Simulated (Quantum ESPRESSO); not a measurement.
# Equation of state of rock-salt HfC (space group 225): energy against volume (Quantum ESPRESSO, PBE)

```xyz
2
Lattice="0.0000 2.2787 2.2787 2.2787 0.0000 2.2787 2.2787 2.2787 0.0000" Properties=species:S:1:pos:R:3 pbc="T T T"
Hf     0.0000     0.0000     0.0000
C      2.2787     2.2787     2.2787
```

Method: PBE, GBRV 1.5 ultrasoft (PBE) pseudopotentials (plane waves; Quantum ESPRESSO). Settings: ecutwfc = 52 Ry; ecutrho = 416 Ry; occupations = smearing; smearing = fd; degauss = 0.0036749 Ry; potentials = {Hf: hf_pbe_v1.uspp.F.UPF, C: c_pbe_v1.2.uspp.F.UPF}; K_POINTS = automatic 22 22 22 0 0 0; conv_thr = 1e-10 Ry; mixing_beta = 0.4. The cell above is the first row's. The rows scale it uniformly. In all rows fractional positions and the k mesh are held. E is the free energy at the stated smearing, counted from the lowest row.

| V (Å^3/atom) | E (meV/atom) |
|---|---|
| 11.833 | 38.52 |
| 12.090 | 16.43 |
| 12.347 | 3.89 |
| 12.605 | 0.00 |
| 12.862 | 3.87 |
| 13.119 | 14.78 |
| 13.376 | 32.06 |
| 13.633 | 55.04 |
| 13.891 | ? |

Fit E of the 8 rows that show it with the third-order Birch-Murnaghan form, a cubic in V^(-2/3). With u = V^(-2/3) - 0.184, the rows have u = 0.008577, 0.005838, 0.003194, 0.000631, -0.001837, -0.004224, -0.006534, -0.008771. Least squares gives E = 0.262 - 832.94·u + 617121·u² + 2295·u³. Residuals (row less fit): 0.002, -0.003, -0.007, 0.018, -0.005, -0.011, 0.009, -0.002; standard error 0.012 (degrees of freedom: 4). Its minimum lies at u = 0.000675, so V0 = (0.184675)^(-3/2) = 12.60. There d²E/du² = 1234000 and d³E/du³ = 13770, so B0 = (4/9) × 12.60^(-7/3) × 1234000 × 0.160218 = 238 GPa (the last factor turns the table's units into GPa), and B0' = 4 + (2/3) × 0.184675 × (13770)/1234000 = 4.0. The program's pressures in the fitted runs (not shown) pass through zero at V = 12.60, 0.03 % from this V0.

Q: Predict the withheld E at V = 13.891 from the fit, and compare with the calculation.

A: u = -0.010948, so E = 0.262 - 832.94 × (-0.010948) + 617121 × (-0.010948)² + 2295 × (-0.010948)³ = 83.345 meV/atom. The calculation gives 83.21 meV/atom, 0.135 meV/atom below the prediction (0.2 % of the range of E in the table). The row lies outside the fitted rows, so this is an extrapolation. From the scatter of the fitted rows alone, a prediction at this place has a standard error of 0.030 meV/atom, so the miss is 4.5 times that.

Carrying the step between the two nearest rows on in a straight line would have given 78.11, off by 5.10; series whose last step already gives the withheld value aren't shown. The scan was laid around a cell of about the measured size, scaled by a guess for this functional. The runs keep the symmetry of the cell, so they don't test it for distortions. Spin-orbit coupling is off. Cutoffs and mesh are single choices, not tested for convergence of this quantity. Series with a scatter that would blur these digits, or in which a gap closes, are not shown. Nor are scans whose minimum lies at an end fitted in this form.

Terms beyond the fitted order, or numerical noise in single rows, can give a miss of this size; the table doesn't tell which.
